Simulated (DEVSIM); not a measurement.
Structure: Schottky contact on n-type Si, at 300 K.

```csv
layer (left to right),material,thickness (μm),Nd (cm⁻³),τn (s),τp (s)
1,Si,1.40,1.5e14,0.00036,0.00036
```

Left contact: Schottky, work function 4.72 eV, emission velocity 5.1e6 cm/s. Right contact: ohmic. Voltage is applied to the left contact. Recombination: SRH at mid-gap. Mobility is μmin + (μ − μmin)/(1 + (N/Nref)^α).

This is a model device: material constants are rounded textbook-type values typed into the input, and sizes, dopings and lifetimes were drawn at random. Values at 300 K.

| parameter | Si |
|---|---|
| gap (eV) | 1.124 |
| affinity (eV) | 4.05 |
| permittivity | 11.7 |
| Nc (cm⁻³) | 2.86e19 |
| Nv (cm⁻³) | 3.1e19 |
| μn (cm²/Vs) | 1417 |
| μp (cm²/Vs) | 470 |
| μn,min | 52 |
| μp,min | 45 |
| Nref,n | 9.7e16 |
| Nref,p | 2.2e17 |
| αn | 0.68 |
| αp | 0.72 |

Simulated with DEVSIM: 1D drift-diffusion, Boltzmann statistics, complete ionisation; no tunnelling, impact ionisation, image-force lowering or self-heating. Metal contacts follow the ideal Schottky-Mott rule: no Fermi-level pinning, no interface dipoles.

### Question
Give the small-signal capacitance in reverse bias (quasi-static).

### Answer

```json
[
 {"V (V)": "-0.1", "C (nF/cm²)": "7.54"},
 {"V (V)": "-0.25", "C (nF/cm²)": "7.45"},
 {"V (V)": "-0.5", "C (nF/cm²)": "7.41"},
 {"V (V)": "-0.75", "C (nF/cm²)": "7.41"},
 {"V (V)": "-1", "C (nF/cm²)": "7.40"},
 {"V (V)": "-1.5", "C (nF/cm²)": "7.40"},
 {"V (V)": "-2", "C (nF/cm²)": "7.40"},
 {"V (V)": "-2.5", "C (nF/cm²)": "7.40"},
 {"V (V)": "-3.25", "C (nF/cm²)": "7.40"},
 {"V (V)": "-4", "C (nF/cm²)": "7.40"},
 {"V (V)": "-5", "C (nF/cm²)": "7.40"}
]
```
